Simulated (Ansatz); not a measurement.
Effect of Te → W on SnTe

Take SnTe in the rock salt structure (space group Fm-3m, No. 225; a = 6.370 Å) as the base.

One thing is altered: every Te is replaced by W, then cell and atoms are relaxed.

Computed with r2SCAN (Ansatz, a first-principles code; PAW; 500 eV plane waves; without spin-orbit coupling). Γ-centred 15×15×15 mesh, Fermi–Dirac width 0.05 eV, for the changed cell.

| quantity | base | changed | shift |
|---|---|---|---|
| volume per atom | 32.30 Å³ | 20.89 Å³ | -11.41 Å³ |
| density | 6.33 g/cm³ | 12.02 g/cm³ | +5.69 g/cm³ |
| lattice parameter a | 6.370 Å | 5.508 Å | -0.8613 Å |
| space group | Fm-3m (No. 225) | Fm-3m (No. 225) | – |
| band gap | 0.13 eV | zero | – |

With Te present, leaving out spin-orbit coupling can change the band edges. Stability against distortions was not tested. As relaxed here, SnW is a hypothetical phase, not in the database extracts checked. The final runs are not spin-polarised. SnW has a high density of states at the Fermi level and may be magnetic at this level. The zero or small gap of SnTe can change with the level of theory.
